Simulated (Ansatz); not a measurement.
**Pressure series in AlRu**

Start from AlRu in the CsCl type structure (space group Pm-3m, No. 221; a = 3.004 Å).

Cell and atoms are relaxed at each pressure.

The values are results of PBE (Ansatz, a first-principles code, PAW, no SOC), not measurements.

```json
[
 {"pressure (GPa)": "-2", "volume per atom (Å³/atom)": "13.687"},
 {"pressure (GPa)": "-1", "volume per atom (Å³/atom)": "13.618"},
 {"pressure (GPa)": "0", "volume per atom (Å³/atom)": "13.550"},
 {"pressure (GPa)": "0.9", "volume per atom (Å³/atom)": "13.491"},
 {"pressure (GPa)": "2.1", "volume per atom (Å³/atom)": "?"},
 {"pressure (GPa)": "9", "volume per atom (Å³/atom)": "13.013"},
 {"pressure (GPa)": "15", "volume per atom (Å³/atom)": "12.710"},
 {"pressure (GPa)": "22.5", "volume per atom (Å³/atom)": "12.376"},
 {"pressure (GPa)": "30", "volume per atom (Å³/atom)": "12.082"}
]
```

Task: Fit the third-order Birch–Murnaghan form P(V) = (3B₀/2)[(V₀/V)^(7/3) − (V₀/V)^(5/3)]·[1 + (3/4)(B₀′ − 4)((V₀/V)^(2/3) − 1)] (squares taken in P) to the rows shown and predict the withheld row.

Result: Least squares on the printed values gives V₀ = 13.550 Å³/atom, B₀ = 204 GPa, B₀′ = 4.3; this predicts 13.414 Å³/atom, and the run gives 13.414 Å³/atom, in agreement.

Load acts through the strain it causes; cell and atoms are relaxed under it. Stability against distortions was not tested. No other phases were tried under pressure. All final runs are without spin polarisation.
